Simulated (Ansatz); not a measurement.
## Pressure series in TiO2

The parent structure is TiO2 in the rutile structure (space group P4_2/mnm, No. 136; a = 4.591 Å, c = 2.939 Å).

Cell and atoms are relaxed at each pressure.

Level of theory: Ansatz (a quantum-chemistry and plane-wave program) PBEsol, no SOC.

| pressure (GPa) | volume per atom (Å³/atom) |
|---|---|
| -2 | 10.421 |
| -1 | 10.372 |
| 0 | 10.325 |
| 7 | 10.029 |
| 15 | 9.743 |
| 30 | ? |
| 50 | 8.844 |
| 75 | 8.392 |
| 100 | 8.028 |

### Question
Fit the third-order Birch–Murnaghan form P(V) = (3B₀/2)[(V₀/V)^(7/3) − (V₀/V)^(5/3)]·[1 + (3/4)(B₀′ − 4)((V₀/V)^(2/3) − 1)] (squares taken in P) to the rows shown and predict the withheld row.

### Answer
Least squares on the printed values gives V₀ = 10.324 Å³/atom, B₀ = 231 GPa, B₀′ = 4.3; this predicts 9.306 Å³/atom, and the run gives 9.304 Å³/atom, 0.002 lower.

Load acts through the strain it causes; cell and atoms are relaxed under it. Stability against distortions was not tested. Competing high-pressure phases were not computed. All final runs are without spin polarisation.
